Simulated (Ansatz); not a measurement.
Functionals compared on a constructed model of the (111) surface of fcc Al, a pseudomorphic layer of Nb in the host's stacking (bottom of the slab: a bare face, its two planes held), in Ansatz (plane waves, PAW). The structure was relaxed with PBE; the other rows are single points on it. Cutoff 420 eV (500 eV for r2SCAN).

Set-up: 7 atoms, 14.1 Å thick at the start with caps and adatoms; mesh 15x15x1; 0.1 eV smearing; dipole correction on; 2 atoms held, the rest relaxed; start symmetry kept, larger cells not searched; no spin, no spin-orbit, no U. In PBE it is, or lies within 0.01 eV a 1x1 cell of, the lowest of the 2 structures of its composition computed so far; subsurface sites and larger cells were not tried. These notes are the PBE run's.

```
functional  work function of the top face (eV)  rough cost of the single point
----------  ----------------------------------  ------------------------------
PBE                                       5.22                               –
RPBE                                      5.10   around 7 core-seconds (rough)
r2SCAN                                       …  around 16 core-seconds (rough)
```

Complete the blanks.


- r2SCAN, work function of the top face (eV): 5.38

Ansatz is a program for electronic structure.
